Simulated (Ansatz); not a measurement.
## Mg: transverse stress against strain

Mg (hcp, P6_3/mmc, 22.538 Å³/atom at rest, c along z) under a strain ε along c (axis z), the other axes held. PBEsol in Ansatz, a plane-wave DFT program (PAW, default set), 420 eV, 21×21×11 Γ-centred mesh, Fermi-Dirac smearing 0.10 eV; ions are relaxed within the symmetry of each cell. Stress is positive for a compressed cell.

Here s stands for strain and y for stress xx.

| strain (%) | stress xx (GPa) |
|---|---|
| -1.50 | 0.33 |
| -1.00 | 0.21 |
| -0.50 | 0.10 |
| 0.00 | 0.00 |
| 0.50 | -0.10 |
| 1.00 | -0.19 |
| 1.50 | -0.28 |
| 3.00 | ? |

Problem. Using a straight line, estimate the missing y at s = 3.00 from the other rows, showing the fit.

Solution. Means: s 0, y 0.010. About the means, the sum of products is -1.4150 and the sum of squares of s is 7.0000; the slope is their ratio. Least squares gives y = 0.010 - 0.2021·s. Residuals (row less fit): 0.017, -0.002, -0.011, -0.010, -0.009, 0.002, 0.013; standard error 0.012 (degrees of freedom: 5). The slope gives the elastic constant C13 = 20 ± 0.5 GPa. At the withheld row, y = 0.010 - 0.2021 × 3.0 = -0.596 GPa. The calculation gives -0.52 GPa, 0.076 GPa above the prediction (8.9 % of the range of y in the table). The row lies outside the fitted rows, so this is an extrapolation. From the scatter of the fitted rows alone, a prediction at this place has a standard error of 0.019 GPa, so the miss is 4.0 times that.

One order more, fitted to all 13 runs of the series, follows each within 0.01, so the miss is the next term of a smooth law. In a metal these values are sensitive to mesh and smearing; energies are taken to zero smearing, stresses follow the free energy. Rows are the converged runs of the series near zero and its far end; series whose fitted rows scatter by over a few per cent of the range, as at a crossing or softening among them, aren't shown in this form. Most that stay on the fit to the last digits aren't either.
